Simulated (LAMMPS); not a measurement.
Melting line of ZnS (zinc blende) by solid-liquid coexistence.

Method: classical MD, pair style sw, file CdTeZnSeHgS0.sw; code LAMMPS.

```csv
P (GPa),melting point,enthalpy of fusion,solid,liquid
0,2210 ± 44 K,0.53 eV/atom,21.14 Å³/atom,22.87 Å³/atom
2,2270 ± 45 K,0.52 eV/atom,20.80 Å³/atom,21.64 Å³/atom
5,2340 ± 47 K,0.50 eV/atom,20.34 Å³/atom,20.71 Å³/atom
```

Caution: at ambient pressure real ZnS sublimes or decomposes before or as it melts, so this liquid is the model's.

Caution: in nature this polymorph isn't the stable one over the whole range of temperature at this pressure, and short runs keep a crystal in its starting form.

Caution: the error of the potential's melting point is set to 2 % at least, a picked allowance for cell size and run length.

Compare the slope of the melting line with the Clausius-Clapeyron value from the lowest pressure. T ΔV/ΔH = 2213 K × 1.72 Å³ / 0.534 eV = 45 K/GPa (1 eV/Å³ = 160.2 GPa); the first two rows give 29 K/GPa, within the errors of the melting points.
